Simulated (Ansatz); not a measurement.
Short convergence ladders for CO₂ (Cmce, 6 atoms in the cell)

```
CELL_PARAMETERS angstrom
      2.64382    -2.39454     0.00000
      2.64382     2.39454     0.00000
      0.00000     0.00000     6.60693
ATOMIC_POSITIONS crystal
  C  0.00000 0.00000 0.00000
  C  0.50000 0.50000 0.50000
  O  0.80651 0.19349 0.89184
  O  0.19349 0.80651 0.10816
  O  0.69349 0.30651 0.39184
  O  0.30651 0.69349 0.60816
```

Base method: LDA (PW92), default PAW files made with PBE (plane waves; Ansatz, an electronic-structure program).

Base settings: basis.ecutwfc = 420 eV; kpoints.mp_grid.grid = 7 7 4; hamiltonian.xc = lda; hamiltonian.pseudopotentials = {kind: paw} (the program's default PAW files); scf.occupations.method = fermi_dirac; scf.occupations.width = 0.02 eV.

Core times come from one kind of shared machine, to one figure; runs under 30 s give none.

**Zone-centre phonons against the cutoff**

In this ladder: scf.occupations.method = fixed; scf.occupations.width = default; phonons.method = dfpt; phonons.dielectric = true; phonons.rigid_motions = translations.

The mesh stays at the base's, so the ladder's end is converged at best in this setting alone.

Frequencies are those of the unrelaxed cell, without the LO-TO term of polar crystals.

Only quantities that move along the ladder and can be compared are tabulated.

ε∞ and Born charges come from denser meshes that the program picks itself.

```csv
basis.ecutwfc,highest zone-centre frequency (cm⁻¹),lowest optical frequency (cm⁻¹),largest Born charge (mean of the diagonal) (e),mean ε∞,core time / last (rough)
210 eV,2099.4,-47.4,1.379,2.086,0.2
250 eV,2129.7,51.7,1.405,2.062,0.3
295 eV,2244.8,54.3,1.425,2.054,0.3
420 eV,2307.2,50.6,1.436,2.054,0.6
630 eV,2305.3,50.1,1.436,2.054,1
```

Coarsest basis.ecutwfc that holds the largest Born charge (mean of the diagonal) within 0.02 e of the last step, with all finer ones: 295 eV, at about 0.3 of the last step's time; the step before is off by 0.032 e.

Coarsest basis.ecutwfc that holds the highest zone-centre frequency within 10 cm⁻¹ of the last step, with all finer ones: 420 eV; the step before is off by 61 cm⁻¹.

Coarsest basis.ecutwfc that holds the lowest optical frequency within 2 cm⁻¹ of the last step, with all finer ones: 420 eV; the step before is off by 4.2 cm⁻¹.

**Zone-centre phonons against the SCF threshold**

In this ladder: scf.occupations.method = fixed; scf.occupations.width = default; phonons.method = dfpt; phonons.dielectric = true; phonons.rigid_motions = translations.

The mesh stays at the base's, so the ladder's end is converged at best in this setting alone.

Only quantities that move along the ladder and can be compared are tabulated.

ε∞ and Born charges come from denser meshes that the program picks itself.

| scf.convergence.dr2_threshold | largest Born charge (mean of the diagonal) (e) | core time / last (rough) |
|---|---|---|
| 0.001 eV | 1.428 | 0.6 |
| 1e-05 eV | 1.433 | 0.7 |
| 1e-07 eV | 1.436 | 0.8 |
| 1e-11 eV | 1.436 | 1 |

Coarsest scf.convergence.dr2_threshold that holds the largest Born charge (mean of the diagonal) within 0.005 e of the last step, with all finer ones: 1e-05 eV; the step before is off by 0.008 e.

On the base run: the starting cell comes from a database of computed structures (which also holds hypothetical and non-ambient phases and stackings), without a prior relaxation at this level. Its lattice was rescaled by up to half a per cent. In the base run, with a pressure of about -4 GPa the cell is away from its equilibrium volume at this level.

Keys are those of Ansatz 0.2.
